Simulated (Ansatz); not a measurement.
Take Al in the fcc (Cu type) structure (space group Fm-3m, No. 225; a = 3.994 Å; relaxed with 0.1 eV smearing) as the base. Axes: x, y, z lie along the cube axes.

Computed with r2SCAN/PAW in Ansatz (a first-principles code), spin-orbit coupling left out.

For the base:

```
Item                            Result
-----------------------------  -------
Shortest interatomic distance  2.824 Å
Pressure                       0.0 GPa
```

One thing is altered: biaxial strain +1.25 %, plane normal [111], relaxed out of plane (Cartesian); in-plane vectors clamped, the third vector and the atoms free.

Task: Estimate the effect on the shortest interatomic distance.

Result: The shortest interatomic distance decreases by 0.0085 Å to 2.815 Å.

Task: How does this affect the pressure?

Result: The pressure (mean of the normal stresses, compression positive) goes from zero to -1.2 GPa.

No phonon test of stability was made.
